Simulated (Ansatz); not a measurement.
Bond-angle distributions (per cent of the angles at each element, bins of 10°) of a relaxed model of amorphous Se₅₄I₄ at 4.53 g/cm³. Computed with PBE-D3(BJ), scalar-relativistic without spin-orbit coupling, PAW (Ansatz default set, large-core I and Se) (plane waves to 420 eV; Ansatz, a quantum-chemistry and plane-wave program).

Preparation: random packing, a CHGNet melt and quench, and a DFT relaxation. The hot cell started wider than the set density and was brought back towards it in steps. It is the lowest in DFT energy of 3 quenches. It is a model cell: composition and starting density were chosen by hand, and all elements were melted together. The geometry includes D3(BJ) dispersion. Its density started from a set value of 4.47 and ended at 4.53 g/cm³. Cooling (nominally 53 K/ps over its main leg) ran many orders faster than in experiment, which tends to leave more defects and strain. Values belong to this one cell and scatter from quench to quench. Volume and shape were free in the relaxation.

Bonds are counted up to Se-Se 2.68 Å, Se-I 3.11 Å, I-I 3.34 Å.

| angle (°) | at Se |
|---|---|
| 50-60 | 0 |
| 60-70 | 0 |
| 70-80 | 0 |
| 80-90 | 8 |
| 90-100 | 22 |
| 100-110 | 58 |
| 110-120 | 9 |
| 120-130 | 2 |
| 130-140 | 0 |
| 140-150 | 0 |
| 150-160 | 0 |
| 160-170 | 0 |
| 170-180 | 2 |

They go with these counts of neighbours within the cut-offs, cation contacts included: Se mean 2.1, most often 2.
